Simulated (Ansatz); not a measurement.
Levels about the gap of amorphous Ga24O38Si (63 atoms in a cell of 792 Å³, 4.84 g/cm³; zone centre alone, so wide bands show as single levels with stretches between that a denser mesh fills), at the geometry that PBE relaxed, where it gives 0.1 GPa on a denser mesh. The participation number counts the atoms over which a state spreads; weights are charges in smoothed Voronoi cells. The levels come from a single point, so bond lengths are those of that geometry. Method of the levels: PBE, scalar-relativistic without spin-orbit coupling (Ansatz, an electronic-structure program). Sampling: the zone centre alone; Fermi-Dirac width 0.02 eV; no spin polarisation. At PBE the levels at the filled edge of the gap are localised (band-tail or defect states), and the nearest spread-out levels lie 1.9 eV apart at the zone centre.

The cell was made by melting and quenching with the CHGNet potential and then relaxed with DFT. O atoms were pushed apart under 1.9 Å during the dynamics, to hinder bonds among them. The hot cell started wider than the set density and was brought back towards it in steps. It is the lowest in DFT energy of 2 quenches. It is a model cell: composition and starting density were chosen by hand, and all elements were melted together. No dispersion term was used. Its density started from a set value of 4.85 and ended at 4.84 g/cm³. Cooling (nominally 220 K/ps over its main leg) ran many orders faster than in experiment, which tends to leave more defects and strain. A cell of this size samples the disorder only roughly. The volume was free in the relaxation, at fixed shape. Stress components on the final sampling reach 2.6 GPa.

```
E - E(highest filled), eV  filling  participation number        largest on  weight O  weight Ga  weight Si
-------------------------  -------  --------------------  ----------------  --------  ---------  ---------
-0.42                       filled                  11.8   O, 3 neighbours      0.95       0.05       0.00
-0.33                       filled                  13.0   O, 3 neighbours      0.95       0.05       0.00
-0.31                       filled                  10.5   O, 3 neighbours      0.94       0.06       0.00
-0.28                       filled                  15.4   O, 3 neighbours      0.95       0.05       0.00
-0.17                       filled                  11.0   O, 3 neighbours      0.95       0.05       0.00
-0.07                       filled                   6.7   O, 3 neighbours      0.95       0.05       0.00
0.00                        filled                   9.6   O, 3 neighbours      0.96       0.04       0.00
1.62                         empty                  55.2  Ga, 4 neighbours      0.52       0.47       0.01
3.98                         empty                  28.8  Ga, 4 neighbours      0.56       0.44       0.00
4.04                         empty                  37.1  Ga, 5 neighbours      0.56       0.43       0.00
4.36                         empty                  36.2  Ga, 4 neighbours      0.54       0.46       0.01
4.54                         empty                  34.9  Ga, 5 neighbours      0.55       0.44       0.00
4.77                         empty                  44.2  Ga, 4 neighbours      0.57       0.42       0.01
4.89                         empty                  41.3  Ga, 5 neighbours      0.53       0.46       0.01
```

Most localised among these is the filled level at -0.07 eV, on a O atom, which has 3 neighbours (Ga 1.86 Å, Ga 1.90 Å, Ga 2.03 Å).
